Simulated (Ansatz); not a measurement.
Start from CdS in the zinc blende structure (space group F-43m, No. 216; a = 5.7566 Å).

The values are results of LDA (Ansatz, a quantum-chemistry and plane-wave program; PAW; 420 eV plane waves; without spin-orbit coupling), not measurements.

For the base:

```
Quantity               Result
-------------  --------------
Pressure             0.00 GPa
Electron mass  0.10 mₑ (at Γ)
```

It is then changed as follows: the cell is scaled by 0.9950 in all directions, atoms relaxed at fixed cell.

### Question
What does the calculation give for the pressure after the change?

### Answer
The pressure goes from zero to 1.06 GPa.

### Question
How does this affect the electron mass?

### Answer
The electron mass becomes 0.11 mₑ (at Γ) (base: 0.10 mₑ (at Γ)).

The levels and masses belong to the bands next to the band gap. The cells carry an imposed strain or load. Masses are band curvatures over ±0.01 Å⁻¹ around the edge. Whether these cells are dynamically stable was not tested.
